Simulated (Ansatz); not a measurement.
Consider TiSi₂ (space group Fddd, No. 70; a = 4.780 Å, b = 8.232 Å, c = 8.522 Å). Axes: x, y, z lie along a, b, c of the conventional cell.

Computed with Kohn–Sham DFT with the r2SCAN functional, run in Ansatz (a quantum-chemistry and plane-wave program) with PAW and 500 eV plane waves, without spin-orbit coupling, earlier PAW set.

For the base:

| Quantity | Value |
|---|---|
| Pressure | 0.0 GPa |
| Shortest interatomic distance | 2.520 Å |
| Band gap | zero |

Perturbation: strain tensor (xx, yy, zz, yz, xz, xy) = (+1.14, +0.24, −0.47, −1.09, +0.93, +0.52) %, atoms relaxed at fixed cell.

Q: Predict the new energy relative to the base, pressure, largest internal atomic displacement, shortest interatomic distance and band gap.

A: The energy increases by 5.8 meV/atom; the pressure (mean of the normal stresses, compression positive) goes from zero to -1.0 GPa; the largest internal atomic displacement comes out as 0.021 Å; the shortest interatomic distance shrinks by 0.020 Å, from 2.520 Å to 2.500 Å; the band gap remains zero.

Without a gap, meshes like the base's 13×13×13 leave anisotropic stresses uncertain by several tenths of a GPa, and small strain energies with them. Whether these cells are dynamically stable was not tested. All final runs are without spin polarisation.
